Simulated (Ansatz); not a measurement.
Surface energy of faces of tetragonal indium in PBE and in RPBE, in Ansatz (plane waves, PAW). Symmetric slabs relaxed with PBE from ideal cuts in 1x1 cells (the lowest computed cut and spin start of each face; real faces may reconstruct in larger cells); RPBE values are single points on them, with the bulk at the same level. No spin-orbit coupling, no U.

```json
[
 {"face": "(001)", "PBE (J/m²)": "0.31", "RPBE (J/m²)": "0.21"},
 {"face": "(100)", "PBE (J/m²)": "0.38", "RPBE (J/m²)": "0.28"},
 {"face": "(101)", "PBE (J/m²)": "0.31", "RPBE (J/m²)": "0.21"},
 {"face": "(102)", "PBE (J/m²)": "0.33", "RPBE (J/m²)": "?"},
 {"face": "(103)", "PBE (J/m²)": "0.34", "RPBE (J/m²)": "0.25"},
 {"face": "(110)", "PBE (J/m²)": "0.34", "RPBE (J/m²)": "0.23"},
 {"face": "(112)", "PBE (J/m²)": "0.37", "RPBE (J/m²)": "0.27"},
 {"face": "(201)", "PBE (J/m²)": "0.33", "RPBE (J/m²)": "0.24"},
 {"face": "(203)", "PBE (J/m²)": "0.31", "RPBE (J/m²)": "0.22"}
]
```

Task: Fit a straight line y = a·x + b by least squares to the 8 complete rows (x: PBE (J/m²); y: RPBE (J/m²)).

Result: the means are x̄ = 0.3362 and ȳ = 0.2387; Σ(x − x̄)² = 0.0051875 and Σ(x − x̄)(y − ȳ) = 0.0048625, so a = 0.937 and b = ȳ − a·x̄ = -0.076. The largest residual is 0.012.

Task: What does the line predict for the withheld row, (102), and what did the calculation give?

Result: the line gives 0.23; the calculation gave 0.24, a miss of 0.01, of the size of the fitted rows' scatter and rounding.

Ansatz is a program for electronic structure.
